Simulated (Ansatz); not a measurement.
# Several settings converged on ZrTiTe₄ (P2/m, 6 atoms in the cell)

```yaml
crystal:
  lattice:
    - [6.77217, 0.00000, 0.00000]
    - [0.00000, 3.91310, 0.00000]
    - [-0.01398, 0.00000, 6.84798]
  atoms:
    - { symbol: Zr, position: [0.50000, 0.50000, 0.00000] }
    - { symbol: Ti, position: [0.00000, 0.00000, 0.00000] }
    - { symbol: Te, position: [0.84443, 0.50000, 0.24704] }
    - { symbol: Te, position: [0.15557, 0.50000, 0.75296] }
    - { symbol: Te, position: [0.32374, 0.00000, 0.25562] }
    - { symbol: Te, position: [0.67626, 0.00000, 0.74438] }
```

Base method: LDA (PW92), default PAW files made with PBE (plane waves; Ansatz, a first-principles code).

Base settings: basis.ecutwfc = 420 eV; kpoints.mp_grid.grid = 3 7 3; hamiltonian.xc = lda; hamiltonian.pseudopotentials = {kind: paw} (the program's default PAW files); scf.occupations.method = gaussian; scf.occupations.width = 0.1 eV.

Core times come from one kind of shared machine, to one figure; runs under 30 s give none.

**Zone-centre phonons against the cutoff**

In this ladder: phonons.method = dfpt.

The mesh stays at the base's, so the ladder's end is converged at best in this setting alone.

Frequencies are those of the unrelaxed cell, without the LO-TO term of polar crystals.

Only quantities that move along the ladder and can be compared are tabulated.

| basis.ecutwfc | highest zone-centre frequency (cm⁻¹) | lowest optical frequency (cm⁻¹) | core time / last (rough) |
|---|---|---|---|
| 210 eV | 197.5 | 19.6 | 0.2 |
| 250 eV | 223.7 | 75.2 | 0.2 |
| 295 eV | 224.8 | 72.1 | 0.3 |
| 420 eV | 222.3 | 72.3 | 0.4 |
| 630 eV | 222.2 | 72.3 | 1 |

Coarsest basis.ecutwfc that holds the lowest optical frequency within 1 cm⁻¹ of the last step, with all finer ones: 295 eV, at about 0.3 of the last step's time; the step before is off by 2.9 cm⁻¹.

Coarsest basis.ecutwfc that holds the highest zone-centre frequency within 2 cm⁻¹ of the last step, with all finer ones: 420 eV, at about 0.4 of the last step's time; the step before is off by 2.6 cm⁻¹.

**Zone-centre phonons against the mesh**

In this ladder: phonons.method = dfpt.

Frequencies are those of the unrelaxed cell, without the LO-TO term of polar crystals.

Only quantities that move along the ladder and can be compared are tabulated.

```csv
kpoints.mp_grid.grid,highest zone-centre frequency (cm⁻¹),lowest optical frequency (cm⁻¹),core time / last (rough)
2 3 2,194.6,61.4,0.1
3 4 3,218.7,62.8,0.3
4 7 4,226.3,71.9,0.5
5 8 5,226.4,58.3,1
```

Coarsest kpoints.mp_grid.grid that holds the highest zone-centre frequency within 10 cm⁻¹ of the last step, with all finer ones: 3 4 3, at about 0.3 of the last step's time; the step before is off by 32 cm⁻¹.

Coarsest kpoints.mp_grid.grid that holds the lowest optical frequency within 10 cm⁻¹: not settled: the last two steps still differ by 14 cm⁻¹, over half the tolerance, so the ladder does not show it.

**The force threshold of a relaxation**

On ZrTiTe4 (Pm, 6 atoms in the cell): one atom moved by 0.15 angstrom.

In this ladder: relax = atoms.

The mesh stays at the base's, so the ladder's end is converged at best in this setting alone.

Only quantities that move along the ladder and can be compared are tabulated.

| relax.f_tol | free energy less the last step's (meV/atom) | largest force left (eV/Å) | relaxation steps | core time / last (rough) |
|---|---|---|---|---|
| 0.2 eV/Å | 0.30 | 0.0905 | 3 | 0.4 |
| 0.05 eV/Å | 0.00 | 0.0020 | 5 | 0.6 |
| 0.02 eV/Å | 0.00 | 0.0038 | 6 | 0.7 |
| 0.001 eV/Å | 0.00 | 0.0006 | 7 | 1 |

Coarsest relax.f_tol that holds the free energy within 0.2 meV/atom of the last step, with all finer ones: 0.05 eV/Å; the step before is off by 0.30 meV/atom.

Coarsest relax.f_tol that holds the largest force left within 0.02 eV/Å of the last step, with all finer ones: 0.05 eV/Å; the step before is off by 0.090 eV/Å.

On the base run: the starting cell comes from a database of computed structures (which also holds hypothetical and non-ambient phases and stackings), without a prior relaxation at this level. Its lattice was rescaled by up to half a per cent. Spin polarisation is off, so a magnetic state, if there is one, cannot be reached. In the base run, with a pressure of about -4 GPa the cell is away from its equilibrium volume at this level.

Keys are those of Ansatz 0.2.
